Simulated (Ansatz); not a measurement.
Density of states of Pt3Ga (Pm-3m) near the Fermi level, PBEsol, rigid bands (Ansatz, a first-principles code).

| E − E_F (eV) | states/eV/cell |
|---|---|
| -1.95 | 8.39 |
| -1.85 | 6.45 |
| -1.75 | 6.33 |
| -1.65 | 6.45 |
| -1.55 | 7.10 |
| -1.45 | 6.76 |
| -1.35 | 5.17 |
| -1.25 | 4.43 |
| -1.15 | 4.22 |
| -1.05 | 3.68 |
| -0.95 | 4.22 |
| -0.85 | 5.57 |
| -0.75 | 4.36 |
| -0.65 | 3.01 |
| -0.55 | 2.70 |
| -0.45 | 2.47 |
| -0.35 | 2.41 |
| -0.25 | 2.45 |
| -0.15 | 2.74 |
| -0.05 | 2.91 |
| 0.05 | 2.50 |
| 0.15 | 2.17 |
| 0.25 | 1.77 |
| 0.35 | 1.44 |
| 0.45 | 1.18 |
| 0.55 | 0.99 |
| 0.65 | 0.73 |
| 0.75 | 0.27 |
| 0.85 | 0.32 |
| 0.95 | 0.37 |
| 1.05 | 0.44 |
| 1.15 | 0.53 |
| 1.25 | 0.64 |
| 1.35 | 0.79 |
| 1.45 | 1.02 |
| 1.55 | 1.42 |
| 1.65 | 2.72 |
| 1.75 | 3.58 |
| 1.85 | 2.52 |
| 1.95 | 2.13 |

Task: With 4 atoms a cell, what bare Sommerfeld coefficient γ = (π²/3) k_B² N(E_F) follows?

Result: N(E_F) ≈ 2.7 states/eV a cell at 300 K, so γ ≈ 1.61 mJ/(mol of atoms·K²), before many-body enhancement (phonons, spin fluctuations, correlation).

Task: How far does the Fermi level move in a rigid band for 0.1 electron a cell added or removed?

Result: 38 meV and -36 meV.

A metal at this level (no band gap); rigid bands, thermally averaged at 300 K, both spins. Spin-orbit coupling is left out, which matters with elements this heavy. Geometry: cell and atoms relaxed with PBEsol.

Computed structure with no diffraction record at hand here (it may be known, metastable or hypothetical): Pt3Ga (Pm-3m).
